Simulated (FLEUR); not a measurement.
Band structure of Zn (P6_3/mmc, 4 atoms in the cell).

```yaml
crystal:
  lattice:
    - [2.83140, 0.00000, 0.00000]
    - [-1.41570, 2.45206, 0.00000]
    - [0.00000, 0.00000, 9.11004]
  atoms:
    - { symbol: Zn, position: [0.00000, 0.00000, 0.00000] }
    - { symbol: Zn, position: [0.00000, 0.00000, 0.50000] }
    - { symbol: Zn, position: [0.33333, 0.66667, 0.25000] }
    - { symbol: Zn, position: [0.66667, 0.33333, 0.75000] }
```

Level of theory: PBE, all-electron FLAPW (FLEUR), scalar-relativistic valence in FLEUR.

Settings: Kmax = 4.1 1/bohr; GmaxXC = 16.4 1/bohr; xcFunctional = pbe; jspins = 1; l_soc = F; mode = hist; fermiSmearingEnergy = 0.00999582 Htr; mesh (inpgen div1-3) = 13 13 4; inpgen gamma flag = true; Gmax = 16.4 1/bohr; numbands = 0; maxIterBroyd = 99; imix = Anderson; alpha = 0.05.

The starting cell was generated: these elements placed on a structure prototype, without a prior relaxation; it need not be a known phase or ordering of this composition. Its lattice was rescaled by a random factor within 2.5 % of one. Values depend on the basis (sphere radii, cutoffs, local orbitals), which need not be converged.

Levels in eV from the Fermi level, bands 21 to 28:
```
point     21     22     23     24     25     26     27     28
-----  -----  -----  -----  -----  -----  -----  -----  -----
Γ      -7.17  -7.03  -7.03  -2.79  -1.40   7.28   7.28  14.17
M      -3.24  -3.06  -2.01  -1.96  -0.68  -0.53   3.82   4.08
K      -1.12  -0.90  -0.90   0.23   0.76   0.76   1.15   1.32
A      -7.09  -7.09  -5.49  -5.49   2.23   2.23  13.06  13.06
L      -2.95  -2.95  -2.55  -2.55   0.60   0.60   1.74   1.74
H      -0.70  -0.70  -0.49  -0.49  -0.33  -0.33   2.88   2.88
```
